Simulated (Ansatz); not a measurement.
Consider CsSnI$_{3}$ in the cubic perovskite structure (space group Pm-3m, No. 221).

```yaml
crystal:
  lattice:
    - [6.22511, 0.00000, 0.00000]
    - [0.00000, 6.22511, 0.00000]
    - [0.00000, 0.00000, 6.22511]
  atoms:
    - { symbol: Cs, position: [0.00000, 0.00000, 0.00000] }
    - { symbol: Sn, position: [0.50000, 0.50000, 0.50000] }
    - { symbol: I, position: [0.00000, 0.50000, 0.50000] }
    - { symbol: I, position: [0.50000, 0.50000, 0.00000] }
    - { symbol: I, position: [0.50000, 0.00000, 0.50000] }
```

Cartesian axes are those of the cell as printed.

All numbers come from DFT with r2SCAN, PAW potentials and a 500 eV plane-wave cutoff in Ansatz (a quantum-chemistry and plane-wave program), spin-orbit coupling left out, earlier PAW set.

Before the change:

* **Pressure**: 0.00 GPa

The change: biaxial strain +1.25 %, plane normal [110], relaxed out of plane (Cartesian); in-plane vectors clamped, the third vector and the atoms free.

Q: Estimate the effect on the out-of-plane strain and pressure.

A: The out-of-plane strain amounts to -1.00 %; the pressure (mean of the normal stresses, compression positive) goes from zero to -0.24 GPa.

No phonon test of stability was made. Many cubic perovskites are stable only at high temperature; tilts and polar distortions were not tested.
